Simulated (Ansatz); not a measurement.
## What Pb → Bi does to PbS

Base system: PbS in the rock salt structure (space group Fm-3m, No. 225; a = 5.9745 Å).

It is then changed as follows: full substitution Pb → Bi, then cell and atoms are relaxed.

Computed with r2SCAN, PAW, 500 eV (Ansatz, a program for electronic structure; no SOC). Γ-centred 14×14×14 mesh, Fermi–Dirac width 0.05 eV, for the changed cell.

```tsv
quantity	base	changed	shift
volume per atom	26.66 Å³	25.96 Å³	-0.692 Å³
lattice parameter a	5.974 Å	5.922 Å	-0.052 Å
space group	Fm-3m (No. 225)	Fm-3m (No. 225)	–
shortest interatomic distance	2.987 Å	2.961 Å	-0.026 Å
band gap	0.69 eV	zero	–
```

Final structure:

```xyz
2
Lattice="0.0000 2.9612 2.9612 2.9612 0.0000 2.9612 2.9612 2.9612 0.0000" Properties=species:S:1:pos:R:3 pbc="T T T"
S      0.0000     0.0000     0.0000
Bi     2.9612     2.9612     2.9612
```

With Pb present, leaving out spin-orbit coupling can change the band edges. Stability against distortions was not tested. As relaxed here, BiS is a hypothetical phase, not in the database extracts checked. The final runs are not spin-polarised. An odd electron count without spin: BiS.
